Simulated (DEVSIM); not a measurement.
Device: abrupt GaAs n-p junction, at 250 K.

Layer 1 from the left is GaAs, thickness (μm) 3.50, Nd (cm⁻³) 1.6e17, τn (s) 1.3e-8, τp (s) 1.3e-8. Layer 2 from the left is GaAs, thickness (μm) 0.850, Na (cm⁻³) 6.1e17, τn (s) 1.3e-8, τp (s) 1.3e-8.

Left contact: ohmic. Right contact: ohmic. Voltage is applied to the left contact. Recombination: SRH at mid-gap. Mobility is μmin + (μ − μmin)/(1 + (N/Nref)^α).

The device is made up for the run: typed textbook-type constants, with dimensions and the other settings drawn at random. Values at 300 K; Nc and Nv go as T^1.5, mobilities as T to minus their exponent, the gap by Varshni's rule with the affinity fixed.

GaAs: gap (eV) 1.424, affinity (eV) 4.07, permittivity 12.9, Nc (cm⁻³) 4.7e17, Nv (cm⁻³) 9e18, μn (cm²/Vs) 8500, μp (cm²/Vs) 400, μn,min 500, μp,min 20, Nref,n 6e16, Nref,p 1.5e17, αn 0.39, αp 0.38, T exponent of μn 2.1, T exponent of μp 2.2, Varshni α (eV/K) 0.000541, Varshni β (K) 204.

### Question
Estimate by hand the built-in potential, the peak field at zero bias, the capacitance at 0.6 V, and compare with a numerical solution.

### Answer

- Built-in potential: ni = √(Nc Nv) exp(−Eg/2kT) = 4150 cm⁻³ with Eg = 1.446 eV; Vbi = kT/q ln(Na Nd/ni²) = 1.377 V; numerical 1.377 V.
- Peak field at zero bias: depletion approximation: W = √(2εVbi/(qN)) = 0.124 μm with N = 1.27e17 cm⁻³; field = 2Vbi/W = 221000 V/cm; numerical 218000 V/cm (estimate above by 1.6 %).
- Capacitance at 0.6 V: C = √(qεN / 2(Vbi + |V|)) = 76.6 nF/cm²; numerical 77.5 nF/cm² (estimate below by 1.1 %).

Simulated with DEVSIM: 1D drift-diffusion, Boltzmann statistics, complete ionisation; no tunnelling, impact ionisation, image-force lowering or self-heating.
